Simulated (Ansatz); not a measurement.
Where the default PAW files enter, the runs use the earlier of Ansatz's two default sets.

**Evanescent states of AlP (F-43m, zinc blende, 2 atoms a cell, 20.5 Å³ an atom) along the normal of (110)**

Computed with PBEsol (plane waves, PAW; Ansatz, a quantum-chemistry and plane-wave program).

The gap is the functional's own, uncorrected, and κ follows it; spin-orbit coupling is left out. Mid-gap means the computed energy nearest the middle.

Energies count from the valence-band top; κ is the least over a 8×6 mesh across the current.

```tsv
E (eV)	κ (1/Å)	where
0.04	0.041	Γ
0.14	0.070	Γ
0.23	0.089	Γ
0.32	0.104	Γ
0.41	(withheld)	Γ
0.49	0.126	Γ
0.58	(withheld)	Γ
0.68	(withheld)	Γ
0.77	(withheld)	Γ
0.85	(withheld)	Γ
0.94	(withheld)	Γ
1.03	(withheld)	Γ
1.12	0.126	Γ
1.22	0.111	Γ
1.30	0.091	Γ
1.40	0.060	Γ
```

### Question
Complete the blanks.

### Answer

- 0.41, κ (1/Å): 0.116
- 0.58, κ (1/Å): 0.134
- 0.68, κ (1/Å): 0.142
- 0.77, κ (1/Å): 0.148
- 0.85, κ (1/Å): 0.153
- 0.94, κ (1/Å): 0.148
- 1.03, κ (1/Å): 0.138
